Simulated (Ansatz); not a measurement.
Cl on the 1x1 (0001) surface of hcp Ru, one in a 2x2 cell, energies for each (25.7 Å²). Energies are against ½ Cl2(g), without zero-point or thermal terms; each row is named by its start.

Calculation: PBE (plane waves to 420 eV, PAW; Ansatz, a first-principles code).

Question: Which site binds most strongly?
A. hollow Ru-Ru-Ru over Ru at depth 2.1 Å
B. hollow Ru-Ru-Ru
C. top Ru

Answer: B, hollow Ru-Ru-Ru. Adsorption energies: hollow Ru-Ru-Ru -2.32 eV; hollow Ru-Ru-Ru over Ru at depth 2.1 Å -2.28 eV; top Ru -1.75 eV.
